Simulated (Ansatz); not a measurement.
**TiB2 under a change: uniaxial strain ε_xx = −2.00 %**

Base system: TiB₂ (space group P6/mmm, No. 191; a = 3.017 Å, c = 3.185 Å). Axes: x lies along a and z along c of the hexagonal cell.

The change: the cell is compressed by 2.00 % along x with no lateral relaxation; the atoms relax in the strained cell.

The values are results of PBEsol in Ansatz (plane waves to 420 eV, PAW, scalar-relativistic without spin-orbit coupling), not measurements. Settings: 13×13×10 k-points, 0.05 eV Fermi–Dirac smearing.

- Space group: Cmmm (No. 65) (base P6/mmm (No. 191))
- Energy relative to the base (free energy F): +7.3 meV/atom
- Pressure (mean of the normal stresses, compression positive): 6.1 GPa (base 0.0 GPa)
- Band gap: zero (base zero)
- Stress (xx, yy, zz, yz, xz, xy; compression positive): (14.3, 1.5, 2.5, 0.0, 0.0, 0.0) GPa (rough)

Final structure:

```
TiB2
1.0
    2.95703     0.00000     0.00000
   -1.47852     2.61313     0.00000
    0.00000     0.00000     3.18507
Ti B
1 2
Cartesian
  0.00000   0.00000   0.00000
  1.47852   0.86861   1.59254
  0.00000   1.74452   1.59254
```

A case with no gap was solved on a k-mesh chosen for an insulator, which is coarse for it. Without a gap, meshes like the base's 13×13×10 leave anisotropic stresses uncertain by several tenths of a GPa, and small strain energies with them. Stability against distortions was not tested. All final runs are without spin polarisation.

Ansatz is an electronic-structure program.
